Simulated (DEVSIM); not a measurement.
Device: abrupt Si n-p junction, at 300 K.

```csv
layer (left to right),material,thickness (μm),Nd (cm⁻³),Na (cm⁻³),τn (s),τp (s)
1,Si,4.90,2e16,-,3.1e-6,3.1e-6
2,Si,110,-,1.9e16,3.1e-6,3.1e-6
```

Left contact: ohmic. Right contact: ohmic. Voltage is applied to the left contact. Recombination: SRH at mid-gap. Mobility is μmin + (μ − μmin)/(1 + (N/Nref)^α).

The device is made up for the run: typed textbook-type constants, with dimensions and the other settings drawn at random. Values at 300 K; Nc and Nv go as T^1.5, mobilities as T to minus their exponent, the gap by Varshni's rule with the affinity fixed.

```csv
parameter,Si
gap (eV),1.124
affinity (eV),4.05
permittivity,11.7
Nc (cm⁻³),2.86e19
Nv (cm⁻³),3.1e19
μn (cm²/Vs),1417
μp (cm²/Vs),470
"μn,min",52
"μp,min",45
"Nref,n",9.7e16
"Nref,p",2.2e17
αn,0.68
αp,0.72
T exponent of μn,2.3
T exponent of μp,2.2
Varshni α (eV/K),0.000473
Varshni β (K),636
```

DEVSIM, 1D drift-diffusion, Boltzmann statistics, complete ionisation; no tunnelling, impact ionisation, image-force lowering or self-heating.

The temperature was swept, all else fixed.

| temperature (K) | potential step across the device at zero bias (V) | dark forward voltage at 100 A/cm² (V) | largest field in the device at zero bias (V/cm) | dark forward voltage at 1 A/cm² (V) |
|---|---|---|---|---|
| 250 | 0.832 | 1.057 | 49000 | 0.740 |
| 300 | 0.745 | [?] | 46000 | [?] |
| 350 | 0.655 | 1.078 | 42000 | 0.540 |
| 400 | 0.561 | 1.102 | 39000 | 0.438 |
| 450 | 0.466 | 1.135 | 34000 | 0.333 |
| 500 | 0.368 | 1.176 | 29000 | 0.228 |

Problem. Some entries are withheld; supply them.

Solution. 
- 300, dark forward voltage at 100 A/cm² (V): 1.063
- 300, dark forward voltage at 1 A/cm² (V): 0.641
